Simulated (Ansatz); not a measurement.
Base system: ZnS in the zinc blende structure (space group F-43m, No. 216; a = 5.443 Å).

(Cell as relaxed with PBE.)

Levels (all Ansatz, an electronic-structure program, PAW, earlier PAW set): PBE (420 eV, no SOC); r2SCAN (500 eV, no spin-orbit coupling).

Each level relaxes its own structure.

```csv
quantity,PBE,r2SCAN
volume per atom,20.16 Å³,[?]
lattice parameter a,5.443 Å,[?]
band gap,2.01 eV,[?]
gap character,direct at Γ,[?]
electron mass,0.17 mₑ,[?]
"hole mass (degenerate bands, along [100])","0.18, 0.72, 0.72 mₑ",[?]
```

Q: What does r2SCAN give?

A: 
- volume per atom, r2SCAN: 19.58 Å³
- lattice parameter a, r2SCAN: 5.390 Å
- band gap, r2SCAN: 2.70 eV
- gap character, r2SCAN: direct at Γ
- electron mass, r2SCAN: 0.19 mₑ
- hole mass (degenerate bands, along [100]), r2SCAN: 0.21, 0.68, 0.68 mₑ

PBE's volume per atom lies 0.58 Å³ above r2SCAN's (3.0 %); PBE's lattice parameter a lies 0.053 Å above r2SCAN's (1.0 %); PBE's band gap lies 0.69 eV below r2SCAN's; the two agree on the gap character. Neither level is exact; r2SCAN is the comparison here, not a measurement.

Effective masses come from finite differences of ±0.01 Å⁻¹. Stability against distortions was not tested.
